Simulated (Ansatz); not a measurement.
Data:

```yaml
crystal:
  lattice:
    - [3.76063, 0.00000, 0.00000]
    - [0.00000, 3.76063, 0.00000]
    - [0.00000, 0.00000, 15.00000]
  atoms:
    - { symbol: F, position: [0.25000, 0.75000, 0.50000] }
    - { symbol: K, position: [0.75000, 0.25000, 0.50000] }
```

No spin polarisation.

All numbers come from r2SCAN (Ansatz, a first-principles code; PAW; 500 eV plane waves; scalar-relativistic without spin-orbit coupling). Γ-centred 9×9×1 mesh, Fermi–Dirac width 0.05 eV. The cell is a slab with vacuum along z.

What is the computed band gap?

5.64 eV.

What is the computed valence-band top at Γ (three highest levels, from the VBM)?

0.00, 0.00, -0.18 eV.

Gaps are read on the SCF mesh and a high-symmetry path. No phonon test of stability was made. The cell was made from KF in the rock salt structure (space group Fm-3m, No. 225) by this change: a free-standing slab of 1 layer (2 atoms, 2 a layer) is cut normal to the z axis, with 15 Å of vacuum and the in-plane cell held at bulk; forces were under the threshold from the start, so the atoms kept their bulk positions.
